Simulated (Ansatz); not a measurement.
Subject: the energy of the reaction as written. Reaction: cell B → cell A. Negative: the products are lower in energy.

Cell A: a sheet of composition Sb4, 4 atoms, rectangular cell of 4.74 × 4.36 Å (20.7 Å²), symmetry Pmn2₁ within 0.02 Å, 3.2 Å thick under 16 Å of vacuum, in-plane vectors relaxed; planes from bottom to top: Sb2 × 2; a model cell; spin state with PBE: run without spin, k-point mesh 6×8×1.
```
CELL_PARAMETERS angstrom
      4.74472     0.00000     0.00000
      0.00000     4.36112     0.00000
      0.00000     0.00000    18.96399
ATOMIC_POSITIONS crystal
  Sb 0.54438 0.00000 0.58356
  Sb 0.95562 0.50000 0.56596
  Sb 0.45562 0.00000 0.43404
  Sb 0.04438 0.50000 0.41644
```

Cell B: a sheet of composition Sb4, 4 atoms, rectangular cell of 4.89 × 4.35 Å (21.3 Å²), symmetry Pmna within 0.02 Å, 2.8 Å thick under 16 Å of vacuum, in-plane vectors relaxed; planes from bottom to top: Sb2 × 2; a model cell; spin state with PBE: run without spin, k-point mesh 6×8×1.
```yaml
crystal:
  lattice:
    - [4.88644, 0.00000, 0.00000]
    - [0.00000, 4.35077, 0.00000]
    - [0.00000, 0.00000, 18.66399]
  atoms:
    - { symbol: Sb, position: [0.54825, 0.00000, 0.57554] }
    - { symbol: Sb, position: [0.95175, 0.50000, 0.57554] }
    - { symbol: Sb, position: [0.45175, 0.00000, 0.42446] }
    - { symbol: Sb, position: [0.04825, 0.50000, 0.42446] }
```

All numbers come from Ansatz (an electronic-structure program), plane waves with PAW, its PAW set soft_1, cutoff 420 eV, 500 eV for r2SCAN. The structures are at rest with PBE; other levels are single points on them. HSE06 runs on coarser k-point meshes, mended by the PBE difference between the two meshes. Neutral cells; Fermi-Dirac smearing of at most 0.05 eV in the solids, energies taken to zero width. The lattices are those relaxed with PBE, so at other levels the solids can be strained, which adds to the spread. A dispersion term (D3(BJ), or D4 for r2SCAN) was computed beside these levels and is taken off wherever the name lacks it. Nuclei at rest; no vibrational terms. Spin-orbit coupling is left out. Cell A has symmetry Pmn2₁ within 0.02 Å and got no random move, so less symmetric positions, which may lie lower, weren't tried. Cell B has symmetry Pmna within 0.02 Å and got no random move, so less symmetric positions, which may lie lower, weren't tried.

Question: What is the computed value (PBE)?

Answer: -0.02 eV, for cell B → cell A.

Question: How does the value move with the functional?

Answer: 
```json
[
 {"Level": "r2SCAN", "value (eV)": "0.01", "less PBE": "0.03"},
 {"Level": "HSE06", "value (eV)": "0.00", "less PBE": "0.02"}
]
```

The levels shown span only 0.03 eV, too little to tell them apart.
